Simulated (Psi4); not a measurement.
Psi4 1.11, B3LYP/def2-svpd: Mg(OMe)(fmdH) (C[O][Mg]1[NH]C=[NH]->1), 12 atoms. The geometry is a generated start, not checked to be a minimum at this level.

| Property | Result |
|---|---|
| task | energy |
| method | b3lyp |
| basis | def2-svpd |
| memory | 3 GB |
| maxiter | 100 |
| keys of the molecule block | symmetry c1 |
| scf_type | df (default) |
| guess | auto, which took SAD (default) |
| scf_initial_accelerator | adiis (default) |
| e_convergence | 1e-06 (default) |
| d_convergence | 1e-06 (default) |
| dft_radial_points | 75 (default) |
| dft_spherical_points | 302 (default) |
| basis functions | 172 |
| grid points | 258903 |

```xyz
12

Mg     0.4190    -0.1400    -0.0465
O     -0.6733    -0.5462    -1.2583
C     -1.7025    -0.7639    -2.1579
H     -2.3809     0.1004    -2.1946
H     -1.2962    -0.9260    -3.1668
H     -2.2871    -1.6482    -1.8738
C      1.3561     0.6819     1.8510
N      0.8708    -0.5213     1.8248
N      1.2982     1.4032     0.7726
H      1.8087     1.0841     2.7639
H      0.9176    -1.0643     2.6733
H      1.6696     2.3403     0.8122
```

One run each on 2 threads. Values of diis_max_vecs tried: 3, 6, 10 (default), 20.

### Question
How does the count of SCF iterations change with diis_max_vecs, and where is it least?

### Answer
Fewest SCF iterations, within one of each other: 6 with 11, 10 (default) with 11, 20 with 11. The count rises to 17 at 3. All converge to one solution.

```csv
diis_max_vecs,SCF iterations,end
3,17,same solution
6,11,same solution
10 (default),11,same solution
20,11,same solution
```
